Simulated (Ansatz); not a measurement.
Given:

```
TiO2
1.0
   -1.88489     1.88489     4.89046
    1.88489    -1.88489     4.89046
    1.88489     1.88489    -4.89046
Ti O
2 4
Direct
  0.75000   0.25000   0.50000
  0.00000   0.00000   0.00000
  0.54527   0.04527   0.50000
  0.79527   0.79527   0.00000
  0.20473   0.20473   0.00000
  0.95473   0.45473   0.50000
```

No spin polarisation.

Method: Ansatz (a quantum-chemistry and plane-wave program) PBEsol, scalar-relativistic without spin-orbit coupling. Γ-centred 12×12×12 mesh, Fermi–Dirac width 0.05 eV.

Problem. Predict the smallest direct gap, pressure and width of the top valence band.

Solution. The smallest direct gap is 2.44 eV. The pressure (mean of the normal stresses, compression positive) comes out as -3.84 GPa. The width of the top valence band comes out as 0.81 eV.

The cells carry an imposed strain or load. Whether these cells are dynamically stable was not tested. The final runs are not spin-polarised. The cell was made from TiO$_{2}$ in the anatase structure (space group I4_1/amd, No. 141) by this change: uniaxial strain ε_zz = +2.40 %.
